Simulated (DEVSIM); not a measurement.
System: illuminated Si n-on-p cell, one wavelength, at 300 K.

```
layer (left to right)  material  thickness (μm)  Nd (cm⁻³)  Na (cm⁻³)   τn (s)   τp (s)  absorption coefficient (cm⁻¹)
---------------------  --------  --------------  ---------  ---------  -------  -------  -----------------------------
1                            Si           0.230     1.3e19          -   1.7e-5   5.1e-5                          41000
2                            Si            53.0          -     1.1e16  0.00022  0.00022                          41000
```

Left contact: ohmic, minority hole recombination velocity 3e6 cm/s. Right contact: ohmic, minority electron recombination velocity 1e6 cm/s. Voltage is applied to the left contact. Recombination: SRH at mid-gap, radiative, Auger. Gap narrowing is on: ΔEg = 6.92 meV × (l + √(l² + 0.5)), l = ln(N/1.3e17 cm⁻³), shared equally by both band edges. Light enters at the left, 2.2e17 photons cm⁻² s⁻¹, one pass, no reflection. Mobility is μmin + (μ − μmin)/(1 + (N/Nref)^α).

The device is made up for the run: typed textbook-type constants, with dimensions and the other settings drawn at random. Values at 300 K; Nc and Nv go as T^1.5, mobilities as T to minus their exponent, the gap by Varshni's rule with the affinity fixed.

```tsv
parameter	Si
gap (eV)	1.124
affinity (eV)	4.05
permittivity	11.7
Nc (cm⁻³)	2.86e19
Nv (cm⁻³)	3.1e19
μn (cm²/Vs)	1417
μp (cm²/Vs)	470
μn,min	52
μp,min	45
Nref,n	9.7e16
Nref,p	2.2e17
αn	0.68
αp	0.72
T exponent of μn	2.3
T exponent of μp	2.2
B (cm³/s)	4.7e-15
Cn (cm⁶/s)	2.8e-31
Cp (cm⁶/s)	9.9e-32
Varshni α (eV/K)	0.000473
Varshni β (K)	636
```

Model (solved in DEVSIM): 1D drift-diffusion, Boltzmann statistics, complete ionisation; no tunnelling, impact ionisation, image-force lowering or self-heating.

The temperature was swept, all else fixed.

```json
[
 {"temperature (K)": "300", "open-circuit voltage (V)": "0.555", "largest power (mW/cm²)": "10.5", "dark forward voltage at 1 A/cm² (V)": "0.654", "potential step across the device at zero bias (V)": "0.866"},
 {"temperature (K)": "350", "open-circuit voltage (V)": "0.439", "largest power (mW/cm²)": "7.70", "dark forward voltage at 1 A/cm² (V)": "0.555", "potential step across the device at zero bias (V)": "0.801"},
 {"temperature (K)": "400", "open-circuit voltage (V)": "0.321", "largest power (mW/cm²)": "5.03", "dark forward voltage at 1 A/cm² (V)": "0.454", "potential step across the device at zero bias (V)": "0.733"},
 {"temperature (K)": "450", "open-circuit voltage (V)": "0.201", "largest power (mW/cm²)": "2.58", "dark forward voltage at 1 A/cm² (V)": "0.350", "potential step across the device at zero bias (V)": "0.663"},
 {"temperature (K)": "500", "open-circuit voltage (V)": "?", "largest power (mW/cm²)": "0.769", "dark forward voltage at 1 A/cm² (V)": "?", "potential step across the device at zero bias (V)": "0.591"}
]
```

### Question
Complete the blanks.

### Answer

- 500, open-circuit voltage (V): 0.086
- 500, dark forward voltage at 1 A/cm² (V): 0.246
